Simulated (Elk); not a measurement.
Band structure of YbCuPb (P6_3/mmc, 6 atoms in the cell).

```
YbCuPb
1.0
    4.82513     0.00000     0.00000
   -2.41257     4.17869     0.00000
    0.00000     0.00000     7.34417
Yb Cu Pb
2 2 2
Cartesian
  0.00000   0.00000   3.67209
  0.00000   0.00000   0.00000
  2.41257   1.39289   1.83604
  0.00000   2.78579   5.50813
  2.41257   1.39289   5.50813
  0.00000   2.78579   1.83604
```

Method of the run: PBEsol, all-electron FP-LAPW, Elk's shipped species files, APW+lo basis with extra local orbitals (Elk 10.2.4).

Settings: xctype = 22; rgkmax = 8; swidth = 0.00367493 Ha; ngridk = 5 5 3; gmaxvr = 16 1/bohr; nxlo = 2; lorbcnd = true; rmtscf = 0.95; lmaxi = 3; maxscl = 100.

The starting cell comes from a database of computed structures (which also holds hypothetical and non-ambient phases and stackings), without a prior relaxation at this level. Its lattice was rescaled by a random factor within 2.5 % of one. Spin-orbit coupling is off. Spin polarisation is off. Values depend on the basis (sphere radii, cutoffs, local orbitals), which need not be converged.

Levels in eV from the Fermi level, bands 51 to 58:
| point | 51 | 52 | 53 | 54 | 55 | 56 | 57 | 58 |
|---|---|---|---|---|---|---|---|---|
| Γ | -0.45 | -0.45 | -0.45 | 0.48 | 0.52 | 1.47 | 1.56 | 1.56 |
| M | -0.46 | -0.46 | -0.45 | -0.44 | -0.39 | -0.33 | -0.26 | 2.52 |
| K | -0.47 | -0.47 | -0.46 | -0.44 | -0.41 | -0.41 | 2.14 | 2.15 |
| A | -0.43 | -0.43 | 0.24 | 0.24 | 0.24 | 0.24 | 0.85 | 0.85 |
| L | -0.47 | -0.47 | -0.39 | -0.39 | 0.04 | 0.04 | 0.91 | 0.91 |
| H | -0.47 | -0.47 | -0.45 | -0.45 | 0.32 | 0.32 | 1.45 | 1.45 |

Bands cross the Fermi level along this path, so the cell is metallic at this level.
